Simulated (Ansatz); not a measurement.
# Relaxation of the atoms of YbSi2 (P6/mmm, 3 atoms in the cell) at several settings

```xyz
3
Lattice="4.0719 0.0000 0.0000 -2.0360 3.5264 0.0000 0.0000 0.0000 4.0982" Properties=species:S:1:pos:R:3 pbc="T T T"
Yb     0.0000     0.0000     0.0000
Si     2.0360     1.1755     2.0491
Si     0.0000     2.3509     2.0491
```

Base: PBEsol, default PAW files made with PBE (Ansatz, a program for electronic structure). Its settings: basis.ecutwfc = 30.9 Ry; kpoints.mp_grid.grid = 6 6 6; hamiltonian.xc = pbesol; hamiltonian.pseudopotentials = {kind: paw} (the program's default PAW files); scf.occupations.method = cold; scf.occupations.width = 0.0073 Ry. Starting volume 19.62 Å³ per atom.

Each line gives the change from the base single point and the result:

- atoms moved at random; scf.convergence.dr2_threshold: default (1e-07 eV) → 0.001 eV; relax: default → atoms; relax.f_tol: default → 0.03 eV/Å: pressure -5.42 GPa; largest force (vector length) 0.016 eV/Å; relaxation steps 3; free energy against the base single point 0.0 meV/atom.
- atoms moved at random; relax: default → atoms; relax.f_tol: default → 0.03 eV/Å: pressure -5.43 GPa; largest force (vector length) 0.002 eV/Å; relaxation steps 4; free energy against the base single point 0.0 meV/atom.

The starting cell comes from a database of computed structures (which also holds hypothetical and non-ambient phases and stackings), without a prior relaxation at this level. Its lattice was rescaled by a random factor within 2.5 % of one. Spin polarisation is off. Ansatz's pressure includes its estimate of the finite-basis (Pulay) stress.

Left out of this page: 1 run of the series outside the window shown, repeating another row's setting, or not comparable.

Keys are those of Ansatz 0.2.
